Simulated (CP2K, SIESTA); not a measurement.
A SIESTA input for a self-consistent single point of K3Sb2Au3 (R-3m, 8 atoms in the cell) (DFT, GGA PBEsol, numerical atomic orbitals TZP, PseudoDojo PBEsol standard norm-conserving potentials (rewritten from UPF to PSML)):

```
# files in the folder: K.psml Sb.psml Au.psml (PseudoDojo PBEsol standard)
SystemName  K3Sb2Au3
SystemLabel K3Sb2Au3

NumberOfAtoms                8
NumberOfSpecies              3
%block ChemicalSpeciesLabel
  1 19 K
  2 51 Sb
  3 79 Au
%endblock ChemicalSpeciesLabel
LatticeConstant              8.059538 Ang
%block LatticeVectors
     0.388507381    0.224304793    0.893727779
    -0.388507381    0.224304793    0.893727779
     0.000000000   -0.448609709    0.893727779
%endblock LatticeVectors
AtomicCoordinatesFormat      ScaledCartesian
%block AtomicCoordinatesAndAtomicSpecies
     0.000000000   -0.000000062    1.340591669  1
    -0.000000000   -0.000000114    2.467029182  1
     0.000000000   -0.000000010    0.214154157  1
     0.000000000   -0.000000030    0.648444190  2
     0.000000000   -0.000000094    2.032739148  2
     0.194253690   -0.112152458    0.893727779  3
     0.000000000    0.224304793    0.893727779  3
    -0.194253690   -0.112152458    0.893727779  3
%endblock AtomicCoordinatesAndAtomicSpecies

XC.functional                GGA
XC.authors                   PBEsol
PAO.BasisSize                TZP
PAO.EnergyShift              0.005 Ry
MeshCutoff                   350 Ry
%block kgrid.MonkhorstPack
    3   0   0  0.0
    0   3   0  0.0
    0   0   3  0.0
%endblock kgrid.MonkhorstPack
OccupationFunction           FD
ElectronicTemperature        580.23 K

MaxSCFIterations             150
SCF.Mixer.Method             Pulay
SCF.Mixer.Weight             0.1
SCF.Mixer.History            6
SCF.DM.Tolerance             1.0E-04
Diag.ParallelOverK           true
WriteForces                  true
```

**Question.** Give the CP2K input for the same structure, mesh, smearing and functional.

**Answer.** One input that does it (others would too):

```
&GLOBAL
  PROJECT k3sb2au3
  RUN_TYPE ENERGY_FORCE
  PRINT_LEVEL MEDIUM
&END GLOBAL
&FORCE_EVAL
  METHOD Quickstep
  STRESS_TENSOR ANALYTICAL
  &DFT
    BASIS_SET_FILE_NAME BASIS_MOLOPT
    POTENTIAL_FILE_NAME GTH_POTENTIALS
    &QS
      METHOD GPW
      EPS_DEFAULT 1E-10
    &END QS
    &MGRID
      CUTOFF 500
      REL_CUTOFF 60
      NGRIDS 5
    &END MGRID
    &SCF
      SCF_GUESS ATOMIC
      EPS_SCF 1E-7
      MAX_SCF 100
      ADDED_MOS 12
      &DIAGONALIZATION
        ALGORITHM STANDARD
      &END DIAGONALIZATION
      &MIXING
        METHOD BROYDEN_MIXING
        ALPHA 0.3
        NBUFFER 10
      &END MIXING
      &SMEAR ON
        METHOD FERMI_DIRAC
        ELECTRONIC_TEMPERATURE [K] 580.23
      &END SMEAR
    &END SCF
    &KPOINTS
      SCHEME MONKHORST-PACK 3 3 3
    &END KPOINTS
    &XC
      &XC_FUNCTIONAL
        &PBE
          PARAMETRIZATION PBESOL
        &END PBE
      &END XC_FUNCTIONAL
    &END XC
    &PRINT
      &MO
        EIGENVALUES T
        OCCUPATION_NUMBERS T
        NDIGITS 8
        FILENAME mo
        &EACH
          QS_SCF 0
        &END EACH
        ADD_LAST NUMERIC
      &END MO
      &MULLIKEN ON
      &END MULLIKEN
    &END PRINT
  &END DFT
  &SUBSYS
    &CELL
      ABC 8.05953800 8.05953821 8.05953764
      ALPHA_BETA_GAMMA 45.72330992 45.72331122 45.72331513
      PERIODIC XYZ
    &END CELL
    &COORD
      SCALED
      K        0.50000000     0.50000000     0.50000000
      K        0.92012700     0.92012700     0.92012700
      K        0.07987300     0.07987300     0.07987300
      Sb       0.24185000     0.24185000     0.24185000
      Sb       0.75815000     0.75815000     0.75815000
      Au       0.50000000     0.00000000     0.50000000
      Au       0.50000000     0.50000000     0.00000000
      Au       0.00000000     0.50000000     0.50000000
    &END COORD
    &KIND K
      BASIS_SET DZVP-MOLOPT-SR-GTH
      POTENTIAL GTH-PBE-q9
    &END KIND
    &KIND Sb
      BASIS_SET DZVP-MOLOPT-SR-GTH
      POTENTIAL GTH-PBE-q5
    &END KIND
    &KIND Au
      BASIS_SET DZVP-MOLOPT-SR-GTH
      POTENTIAL GTH-PBE-q11
    &END KIND
  &END SUBSYS
  &PRINT
    &FORCES ON
    &END FORCES
    &STRESS_TENSOR ON
    &END STRESS_TENSOR
  &END PRINT
&END FORCE_EVAL
```

Basis, cutoffs, solver keys and any potentials are the target program's own. This input uses DFT PBEsol, GPW, DZVP-MOLOPT-SR-GTH basis, GTH-PBE potentials (GTH_POTENTIALS).

The starting cell comes from a database of computed structures (which also holds hypothetical and non-ambient phases and stackings), without a prior relaxation at this level.
